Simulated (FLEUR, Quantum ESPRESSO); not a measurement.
A Quantum ESPRESSO input for a self-consistent single point of YbIr2 (Fd-3m, 6 atoms in the cell) (DFT, PBEsol, plane waves, SSSP 1.1.2 efficiency (PBE) pseudopotentials):

```fortran
&control
    calculation = 'scf'
    outdir = './tmp'
    pseudo_dir = './'
    tprnfor = .true.
    tstress = .true.
/
&system
    ibrav = 0
    nat = 6
    ntyp = 2
    ecutwfc = 50
    ecutrho = 400
    occupations = 'smearing'
    smearing = 'gaussian'
    degauss = 0.0036749
    input_dft = 'pbesol'
/
&electrons
    conv_thr = 1.0d-9
/
ATOMIC_SPECIES
Yb   173.0540  Yb.GGA-PBE-paw-v1.0.UPF
Ir   192.2170  Ir_pbe_v1.2.uspp.F.UPF
ATOMIC_POSITIONS crystal
Yb    0.000000000    0.000000000    0.000000000
Yb    0.250000000    0.250000000    0.250000000
Ir    0.125000000    0.625000000    0.625000000
Ir    0.625000000    0.625000000    0.125000000
Ir    0.625000000    0.125000000    0.625000000
Ir    0.625000000    0.625000000    0.625000000
K_POINTS automatic
8 8 8  0 0 0
CELL_PARAMETERS angstrom
   0.000000000     3.768375000     3.768375000
   3.768375000     0.000000000     3.768375000
   3.768375000     3.768375000     0.000000000
```

Task: Translate this input to FLEUR.

Result: This is the input that was run; spellings and numerical settings could be chosen otherwise.

Input of the input generator:

```
YbIr2 crystal
&input film=f /
0.0000000000 7.1211966849 7.1211966849
7.1211966849 -0.0000000000 7.1211966849
7.1211966849 7.1211966849 -0.0000000000
1.0
1.0 1.0 1.0

6
70 0.0000000000 0.0000000000 0.0000000000
70 0.2500000000 0.2500000000 0.2500000000
77 0.1250000000 0.6250000000 0.6250000000
77 0.6250000000 0.6250000000 0.1250000000
77 0.6250000000 0.1250000000 0.6250000000
77 0.6250000000 0.6250000000 0.6250000000

&comp jspins=1 /
&exco xctyp='PBEs' /
&kpt div1=8 div2=8 div3=8 gamma=t /
&end /
```

```xml
<?xml version="1.0" encoding="UTF-8" standalone="no"?>
<fleurInput fleurInputVersion="0.39">
   <comment>
      YbIr2 crystal                                                                                       
   </comment>
   <calculationSetup>
      <cutoffs Kmax="4.3" Gmax="15.0" GmaxXC="15.0" numbands="0"/>
      <scfLoop itmax="100" minDistance="0.00001" maxIterBroyd="25" imix="Anderson" alpha="0.05" precondParam="0.0" spinf="2.0"/>
      <coreElectrons ctail="T" frcor="F" kcrel="0" coretail_lmax="0"/>
      <xcFunctional name="PBEs" relativisticCorrections="F"/>
      <magnetism jspins="1"/>
      <soc l_soc="F" theta="0.0" phi="0.0" spav="F"/>
      <expertModes spex="0" secvar="F"/>
      <geometryOptimization l_f="T" forcealpha="1.0" forcemix="BFGS" epsdisp="0.00001" epsforce="0.00001"/>
      <ldaU l_linMix="F" mixParam="0.05" spinf="1.0"/>
   </calculationSetup>
   <cell>
      <bzIntegration valenceElectrons="108.0" mode="gauss" fermiSmearingEnergy="0.00183747">
         <kPointListSelection listName="default-1"/>
         <!-- k-points included here -->
         <xi:include xmlns:xi="http://www.w3.org/2001/XInclude" href="kpts.xml"> </xi:include>
      </bzIntegration>
      <!-- symmetry operations included here -->
      <xi:include xmlns:xi="http://www.w3.org/2001/XInclude" href="sym.xml"> </xi:include>
      <bulkLattice scale="1.0">
         <bravaisMatrix>
            <row-1>    0.0000000000000000     7.1211966849000001     7.1211966849000001</row-1>
            <row-2>    7.1211966849000001     0.0000000000000000     7.1211966849000001</row-2>
            <row-3>    7.1211966849000001     7.1211966849000001     0.0000000000000000</row-3>
         </bravaisMatrix>
      </bulkLattice>
   </cell>
   <atomSpecies>
      <species name="Ytterbium (Yb)" element="Yb" atomicNumber="70">
         <mtSphere radius="2.68" gridPoints="925" logIncrement="0.014"/>
         <atomicCutoffs lmax="10" lnonsphr="8"/>
         <electronConfig flipSpins="F">
            <coreConfig>(1s1/2) (2s1/2) (2p1/2) (2p3/2) (3s1/2) (3p1/2) (3p3/2) (4s1/2) (3d3/2) (3d5/2) (4p1/2) (4p3/2) (4d3/2) (4d5/2)</coreConfig>
            <valenceConfig>(5s1/2) (5p1/2) (5p3/2) (6s1/2) (4f5/2) (4f7/2)</valenceConfig>
         </electronConfig>
         <energyParameters s="6" p="6" d="5" f="4"/>
         <lo type="SCLO" l="0" n="5" eDeriv="0"/>
         <lo type="SCLO" l="1" n="5" eDeriv="0"/>
      </species>
      <species name="Iridium (Ir)" element="Ir" atomicNumber="77">
         <mtSphere radius="2.35" gridPoints="811" logIncrement="0.016"/>
         <atomicCutoffs lmax="10" lnonsphr="8"/>
         <electronConfig flipSpins="F">
            <coreConfig>(1s1/2) (2s1/2) (2p1/2) (2p3/2) (3s1/2) (3p1/2) (3p3/2) (4s1/2) (3d3/2) (3d5/2) (4p1/2) (4p3/2) (5s1/2) (4d3/2) (4d5/2) (4f5/2) (4f7/2)</coreConfig>
            <valenceConfig>(5p1/2) (5p3/2) (6s1/2) (5d3/2) (5d5/2)</valenceConfig>
            <stateOccupation state="(5d3/2)" spinUp="1.4" spinDown="1.4"/>
            <stateOccupation state="(5d5/2)" spinUp="2.1" spinDown="2.1"/>
         </electronConfig>
         <energyParameters s="6" p="6" d="5" f="5"/>
         <lo type="SCLO" l="1" n="5" eDeriv="0"/>
      </species>
   </atomSpecies>
   <atomGroups>
      <atomGroup species="Ytterbium (Yb)">
         <relPos label="                   1">-1.000/8.000 -1.000/8.000 -1.000/8.000</relPos>
         <relPos label="                   2">1.000/8.000 1.000/8.000 1.000/8.000</relPos>
         <force calculate="T" relaxXYZ="TTT"/>
      </atomGroup>
      <atomGroup species="Iridium (Ir)">
         <relPos label="                   3">.0000000000 1.000/2.000 1.000/2.000</relPos>
         <relPos label="                   4">1.000/2.000 1.000/2.000 .0000000000</relPos>
         <relPos label="                   5">1.000/2.000 .0000000000 1.000/2.000</relPos>
         <relPos label="                   6">1.000/2.000 1.000/2.000 1.000/2.000</relPos>
         <force calculate="T" relaxXYZ="TTT"/>
      </atomGroup>
   </atomGroups>
   <output dos="F" band="F" slice="F">
      <checks vchk="F" cdinf="F"/>
      <bandDOS minEnergy="-.5*Htr" maxEnergy="0.5*Htr" sigma="0.015" storeEVData="T"/>
      <vacuumDOS vacdos="F" integ="F" star="F" nstars="0" locx1="0.0" locy1="0.0" locx2="0.0" locy2="0.0" nstm="0" tworkf="0.0"/>
      <unfoldingBand unfoldBand="F" supercellX="1" supercellY="1" supercellZ="1"/>
      <plotting iplot="0" polar="F">
         <plot TwoD="T" vec1="  1.0  0.0  0.0" vec2="  0.0  1.0  0.0" vec3="  0.0  0.0  1.0" zero="  0.0  0.0  0.0" file="plot"/>
      </plotting>
      <chargeDensitySlicing numkpt="0" minEigenval="0.0" maxEigenval="0.0" nnne="0" pallst="F"/>
      <specialOutput eonly="F"/>
      <magneticCircularDichroism mcd="F" energyLo="-10.0" energyUp="0.0"/>
   </output>
  <!-- We include the file relax.xml here to enable relaxations (see documentation) -->
  <xi:include xmlns:xi="http://www.w3.org/2001/XInclude" href="relax.xml"> <xi:fallback/> </xi:include>
</fleurInput>
```

Basis settings and potentials, where a program has them, do not carry over. This input uses DFT, PBEsol, all-electron FLAPW (FLEUR), scalar-relativistic valence.

The starting cell comes from a database of computed structures (which also holds hypothetical and non-ambient phases and stackings), without a prior relaxation at this level.
